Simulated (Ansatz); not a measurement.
Cost and result by functional for the surface energy of the (10-10) surface of hcp Be in its 1x1 cell, outermost plane spacing 0.65 Å in the ideal cut, in Ansatz (plane waves, PAW). Single points on the PBE structure, on one kind of machine; costs are rough ratios of the slab run's core time (references not counted) to the cheapest single point. r2SCAN's cost holds its higher cutoff (500 against 420 eV). Differences are taken against r2SCAN for comparison alone: no measured value is at hand, so the table doesn't rank accuracy.

Set-up: 12 atoms, 10.4 Å thick at the start (thin: gaps and levels are the slab's own); mesh 16x11x1; 0.1 eV smearing; dipole correction on; all atoms relaxed; symmetry of the start imposed; no spin, no spin-orbit, no U. These notes are the PBE run's.

```json
[
 {"functional": "PBEsol", "relative cost": "1", "surface energy (J/m²)": "2.09", "less r2SCAN (J/m²)": "0.11"},
 {"functional": "LDA", "relative cost": "1", "surface energy (J/m²)": "2.15", "less r2SCAN (J/m²)": "0.17"},
 {"functional": "RPBE", "relative cost": "1", "surface energy (J/m²)": "1.79", "less r2SCAN (J/m²)": "-0.19"},
 {"functional": "r2SCAN", "relative cost": "2", "surface energy (J/m²)": "1.98", "less r2SCAN (J/m²)": "0.00"},
 {"functional": "PBE (the relaxed run's value)", "relative cost": "–", "surface energy (J/m²)": "1.92", "less r2SCAN (J/m²)": "-0.06"}
]
```

The values span 0.36 J/m², while the single points' costs differ by a factor of roughly 2. Differences are of unrounded values.

Ansatz is a quantum-chemistry and plane-wave program.
